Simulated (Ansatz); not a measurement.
The starting structures come from a database of crystals and need not be the phases stable at ambient conditions.

Tunnelling through a barrier is set by its complex band structure: the current falls as exp(−2κd) with the smallest κ.

Input:

```yaml
crystal:
  lattice:
    - [5.47280, 0.00000, 0.00000]
    - [2.73640, 17.01300, 0.01081]
    - [2.73640, -0.14771, 1.57294]
  atoms:
    - { symbol: W, position: [0.00000, 0.00000, 0.00000] }
    - { symbol: S, position: [0.75970, 0.90696, 0.90696] }
    - { symbol: S, position: [0.57363, 0.09304, 0.09304] }
```

Space group of this cell: P-6m2. The cell was relaxed by PBE-D3(BJ).

Transport runs along the normal of the first two printed cell vectors, the (111) plane of the conventional cell.

The gap is the functional's own. No spin-orbit coupling. Mid-gap values are interpolated on the energy grid.

Q: Estimate the band gap and the smallest decay constant κ at mid-gap that Ansatz (a quantum-chemistry and plane-wave program) with r2SCAN returns for this system.

A: Gap 2.05 eV on a 18×18×18 mesh; κ = 0.202 1/Å, at the zone centre.
